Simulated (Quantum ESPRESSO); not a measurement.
Quantum ESPRESSO run on Rb (Im-3m, 1 atom in the cell): self-consistent single point.

Computed with LDA (PW92), PseudoDojo standard norm-conserving (LDA) pseudopotentials (plane waves; Quantum ESPRESSO).

```
CELL_PARAMETERS angstrom
     -2.83347     2.83347     2.83347
      2.83347    -2.83347     2.83347
      2.83347     2.83347    -2.83347
ATOMIC_POSITIONS crystal
  Rb 0.00000 0.00000 0.00000
```

Reference input (self-consistent single point, DFT, LDA (PW92), plane waves, PseudoDojo standard norm-conserving (LDA) pseudopotentials): ecutwfc = 45 Ry; occupations = smearing; smearing = fd; degauss = 0.0073499 Ry; potentials = {Rb: Rb.upf}; K_POINTS = automatic 8 8 8 0 0 0; conv_thr = 1e-11 Ry; mixing_beta = 0.4. This run's input differs from it in these lines:

```diff
@@ -14,4 +14,4 @@
  occupations = 'smearing'
- smearing = 'fd'
- degauss = 0.0073499
+ smearing = 'gauss'
+ degauss = 0.0036749
 /
@@ -26,3 +26,3 @@
 K_POINTS automatic
-8 8 8  0 0 0
+13 13 13  0 0 0
 CELL_PARAMETERS angstrom
```

The program printed (abridged):

```
     Self-consistent Calculation

     iteration #  1     ecut=    45.00 Ry     beta= 0.40

     Threshold (ethr) on eigenvalues was too large:
     Diagonalizing with lowered threshold

     c_bands:  1 eigenvalues not converged
     c_bands:  1 eigenvalues not converged
     c_bands:  1 eigenvalues not converged
     c_bands:  1 eigenvalues not converged
     c_bands:  1 eigenvalues not converged

     total energy              =     -54.21473354 Ry
     estimated scf accuracy    <       0.00112654 Ry

     iteration #  2     ecut=    45.00 Ry     beta= 0.40

     total energy              =     -54.21475389 Ry
     estimated scf accuracy    <       0.00024045 Ry

     iteration #  3     ecut=    45.00 Ry     beta= 0.40
     c_bands:  1 eigenvalues not converged

     total energy              =     -54.21478345 Ry
     estimated scf accuracy    <       0.00002404 Ry

   [... 4 blocks of this kind left out ...]

     iteration #  8     ecut=    45.00 Ry     beta= 0.40

     total energy              =     -54.21478469 Ry
     estimated scf accuracy    <          1.6E-10 Ry

     iteration #  9     ecut=    45.00 Ry     beta= 0.40
     End of self-consistent calculation

     the Fermi energy is     1.7858 ev

!    total energy              =     -54.21478469 Ry
     estimated scf accuracy    <          7.7E-12 Ry
     smearing contrib. (-TS)   =      -0.00008803 Ry
     internal energy E=F+TS    =     -54.21469666 Ry

     convergence has been achieved in   9 iterations

     Forces acting on atoms (cartesian axes, Ry/au):

     atom    1 type  1   force =     0.00000000    0.00000000    0.00000000

     Total force =     0.000000     Total SCF correction =     0.000000

          total   stress  (Ry/bohr**3)                   (kbar)     P=       -4.35
  -0.00002960   0.00000000   0.00000000           -4.35        0.00        0.00
   0.00000000  -0.00002960   0.00000000            0.00       -4.35        0.00
   0.00000000   0.00000000  -0.00002960            0.00        0.00       -4.35

   JOB DONE.
```

The run converged in 9 iterations. Against the reference run the free energy rises by 12.5 meV/atom and the pressure moves little (-0.42 to -0.44 GPa).

The starting cell has typed, rounded lattice constants, without a prior relaxation at this level. Its lattice was rescaled by up to half a per cent.

Cost on one core of a shared machine: roughly 60 s.
